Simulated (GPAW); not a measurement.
Input and output of a self-consistent single point for Li (Im-3m, 1 atom in the cell) (GPAW).

Computed with PBEsol, GPAW PAW datasets PBEsol (made by gpaw-setup) (plane waves; GPAW).

```
Li
1.0
   -1.68096     1.68096     1.68096
    1.68096    -1.68096     1.68096
    1.68096     1.68096    -1.68096
Li
1
Direct
  0.00000   0.00000   0.00000
```

Reference input (self-consistent single point, DFT PBE, plane waves, GPAW PAW datasets PBE (gpaw-data 1.0.1)): mode = pw; ecut = 600 eV; xc = PBE; kpts = 11 11 11; mesh shift (steps) = 0 0 0; occupations.name = methfessel-paxton; occupations.width = 0.136 eV; occupations.order = 0; nbands = -7; convergence.density = 1e-05 e/electron; convergence.energy = 1e-05 eV/electron; symmetry.symmorphic = false. This run's input differs from it in these lines:

```diff
@@ -12,3 +12,3 @@
 calc = GPAW(mode={'name': 'pw', 'ecut': 600},
-            xc='PBE',
+            xc='PBEsol',
             kpts=(11, 11, 11),
```

Its files differ too (potentials: GPAW PAW datasets PBEsol (made by gpaw-setup)).

Log, with long lists cut:

```
     iter     time        total  log10-change:
                         energy   eigst   dens
iter:   1 --:--:--    -1.966864
iter:   2 --:--:--    -1.966209   -1.87  -1.18
iter:   3 --:--:--    -1.964430   -1.75  -1.20
iter:   4 --:--:--    -1.964429   -3.29  -2.72
iter:   5 --:--:--    -1.964375   -5.75  -2.88
iter:   6 --:--:--    -1.964408   -5.56  -2.45
iter:   7 --:--:--    -1.964418   -5.92  -2.81
iter:   8 --:--:--    -1.964417c  -7.56c -3.82
iter:   9 --:--:--    -1.964418c  -7.13  -3.41
iter:  10 --:--:--    -1.964418c  -8.70c -4.44
iter:  11 --:--:--    -1.964418c -10.14c -5.25c
Converged after 11 iterations.

Dipole moment: (0.000000, 0.000000, -0.000000) |e|*Ang

Energy contributions relative to reference atoms: (reference = -201.035873)

Kinetic:         +2.524519
Potential:       -2.073094
External:        +0.000000
XC:              -2.413820
Entropy (-ST):   -0.004103
Local:           +0.000029
SIC:             +0.000000
--------------------------
Free energy:     -1.966469
Extrapolated:    -1.964418

Showing only first 2 kpts
 Kpt  Band  Eigenvalues  Occupancy
  0     0     -3.13969    2.00000
  0     1     15.88492    0.00000

  1     0     -2.97955    2.00000
  1     1     14.73020    0.00000

Fermi level: 0.53309

No gap
No difference between direct/indirect transitions
Energy (eV): -1.964418

Forces in eV/Ang:
  0 Li   -0.00000   -0.00000   -0.00000

Stress tensor:
    -0.006273    -0.000000     0.000000
    -0.000000    -0.006273    -0.000000
     0.000000    -0.000000    -0.006273
Stress (GPa, Voigt): [-1.005 -1.005 -1.005 -0.     0.    -0.   ]
```

The run converged in 11 iterations. GPAW prints stress with tension positive. Against the reference run the pressure hardly changes (1.04 to 1.00 GPa).

The starting cell comes from a database of computed structures (which also holds hypothetical and non-ambient phases and stackings), without a prior relaxation at this level. Its lattice was rescaled by a random factor within 2.5 % of one.
